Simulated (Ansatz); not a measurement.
Amorphous Si$_{24}$O$_{50}$Zr, 75 atoms at 2.31 g/cm³, one PBE-relaxed geometry, zone centre. Methods: PBE, scalar-relativistic without spin-orbit coupling (Ansatz, a quantum-chemistry and plane-wave program); r2SCAN, scalar-relativistic without spin-orbit coupling (Ansatz); HSE06, scalar-relativistic without spin-orbit coupling (Ansatz). Plane waves to 420 eV (r2SCAN 500 eV); exact exchange is cut at the cell's faces. At PBE the levels at the filled edge of the gap are localised (band-tail or defect states), and the nearest spread-out levels lie 4.9 eV apart at the zone centre. All rungs ran without spin polarisation.

A CHGNet melt-quench gave the starting glass, which DFT then relaxed. O atoms were pushed apart under 1.9 Å during the dynamics, to hinder bonds among them. The hot cell started wider than the set density and was brought back towards it in steps. It is the lowest in DFT energy of 2 quenches. It is a model cell: composition and starting density were chosen by hand, and all elements were melted together. No dispersion term was used. Its density started from a set value of 2.31 and ended at 2.31 g/cm³. The simulated quench (nominally 320 K/ps over its main leg) is rapid and tends to freeze in more defects than a deposited or slowly cooled glass has. Values belong to this one cell and scatter from quench to quench. The volume was held where the preparation left it, at a PBE pressure of 0.3 GPa. Stress components on the final sampling reach 2.2 GPa.

The relaxation ran on the zone centre alone. At PBE the level gap is 4.61 eV on a 2×2×2 Γ-centred mesh, and the spacing at the zone centre alone 4.63 eV.

Q: What zone-centre spacing does r2SCAN give, roughly?

A: 5.33 eV (+0.70 eV against PBE).

Q: What zone-centre spacing does HSE06 give, roughly?

A: 6.41 eV (+1.78 eV against PBE).

The highest filled and the lowest empty state spread over these numbers of atoms (participation numbers): PBE: 6.8 and 40.3; r2SCAN: 6.5 and 47.4; HSE06: 6.5 and 45.9.
